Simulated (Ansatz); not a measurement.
**A computed series for hypothetical P-6m2 GaN: pressure series**

Start from GaN (space group P-6m2, No. 187; a = 2.9798 Å, c = 2.6845 Å; a hypothetical phase, not in the database extracts checked).

Cell and atoms are relaxed at each pressure.

Level of theory: PBE (Ansatz, an electronic-structure program), without spin-orbit coupling.

| pressure (GPa) | volume per atom (Å³/atom) |
|---|---|
| -2 | 10.448 |
| -1 | 10.384 |
| 0 | 10.322 |
| 0.3 | ? |
| 0.7 | 10.280 |
| 1.5 | 10.233 |
| 3 | 10.147 |
| 5 | 10.039 |
| 7.5 | 9.913 |

Question: Fit the third-order Birch–Murnaghan form P(V) = (3B₀/2)[(V₀/V)^(7/3) − (V₀/V)^(5/3)]·[1 + (3/4)(B₀′ − 4)((V₀/V)^(2/3) − 1)] (squares taken in P) to the rows shown and predict the withheld row.

Answer: Least squares on the printed values gives V₀ = 10.322 Å³/atom, B₀ = 169 GPa, B₀′ = 4.6; this predicts 10.304 Å³/atom, and the run gives 10.304 Å³/atom, in agreement.

Load acts through the strain it causes; cell and atoms are relaxed under it. Whether these cells are dynamically stable was not tested. Competing high-pressure phases were not computed. All final runs are without spin polarisation.
